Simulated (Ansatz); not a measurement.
Base system: La (space group P6_3/mmc, No. 194; a = 3.770 Å, c = 12.081 Å).

Level of theory: PBE/PAW in Ansatz (a quantum-chemistry and plane-wave program), scalar-relativistic without spin-orbit coupling.

Base values:

The lattice parameter a comes out as 3.770 Å.

Now apply this change: a hydrostatic pressure of 1.5 GPa.

What does the calculation give for the lattice parameter a after the change?

The lattice parameter a falls by 0.070 Å, from 3.770 Å to 3.700 Å.

Load acts through the strain it causes; cell and atoms are relaxed under it. No phonon test of stability was made.
